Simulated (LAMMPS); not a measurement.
System: BN (zinc blende), 1000 atoms, at 1920 K and 5 GPa, heated as the crystal.

Method: classical MD, pair style extep, file BN.extep; code LAMMPS.

The state found is crystal; no diffusion seen in 30 ps and the density is 3.5889 ± 0.0002 g/cm³. The volume per atom is 5.7413 ± 0.0003 Å³/atom and the enthalpy per atom comes out as -6.0622 ± 0.0010 eV/atom. The first peak of g(r), B-N is 1.54 Å, height 8.0. The coordination number of B by N comes out as 4.00 (counted to 2.18 Å). The coordination number of N by B comes out as 4.00 (counted to 2.18 Å), the most common N-B-N angle is at the 3° bin centred on 109.5°, after smoothing over three bins (mean of all 109°) and the mean frequency of the vibrational (phonon) density of states comes out as 27.1 THz. The cost comes out as about 11 core-minutes (a rough figure).

Potential: file BN.extep of the LAMMPS distribution; its header cites Los et al. Phys. Rev. B 96, 184108 (2017).

Caution: in nature this polymorph isn't the stable one over the whole range of temperature at this pressure, and short runs keep a crystal in its starting form. Caution: a run this short can hold a crystal over, or a liquid under, the potential's own melting point, which these runs don't give.

States go by the mean squared displacement: a species diffuses where it passes 1.5 Å², still rises and gives D over 1e-6 cm²/s; a crystal has left its structure where atoms lie 0.35 Å off their sites on average or a cubic box changes its shape by 3 %, or the axial ratios of another lie 8 % off the starting cell's, which the potential's own relaxation can also do.

Uncertainties are statistical and leave out the potential's own error.

| angle (°) | probability per degree, N-B-N |
|---|---|
| 85.50 | 0.0000 |
| 88.50 | 0.0001 |
| 91.50 | 0.0010 |
| 94.50 | 0.0032 |
| 97.50 | 0.0101 |
| 100.5 | 0.0235 |
| 103.5 | 0.0410 |
| 106.5 | 0.0604 |
| 109.5 | 0.0659 |
| 112.5 | 0.0570 |
| 115.5 | 0.0384 |
| 118.5 | 0.0202 |
| 121.5 | 0.0086 |
| 124.5 | 0.0028 |
| 127.5 | 0.0007 |
| 130.5 | 0.0002 |
| 133.5 | 0.0000 |
